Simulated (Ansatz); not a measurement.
Base system: Ag₂O (space group Pn-3m, No. 224; a = 4.707 Å).

Level of theory: Ansatz (a program for electronic structure) PBEsol, no SOC.

For the base:

| Quantity | Value |
|---|---|
| Band gap | zero |
| Volume per atom | 17.38 Å³ |

Perturbation: hydrostatic tension (pressure −2 GPa).

Task: What does the calculation give for the band gap after the change?

Result: The band gap remains zero.

Task: What does the calculation give for the volume per atom after the change?

Result: The volume per atom rises by 0.426 Å³ to 17.80 Å³.

The mesh was chosen for an insulator and is coarse for the gapless case. Load acts through the strain it causes; cell and atoms are relaxed under it. No phonon test of stability was made. No Hubbard U is applied, and correlation can decide whether such a compound is a metal. All final runs are without spin polarisation. A zero or small gap of Ag2O can be the functional's error rather than a property of the material.
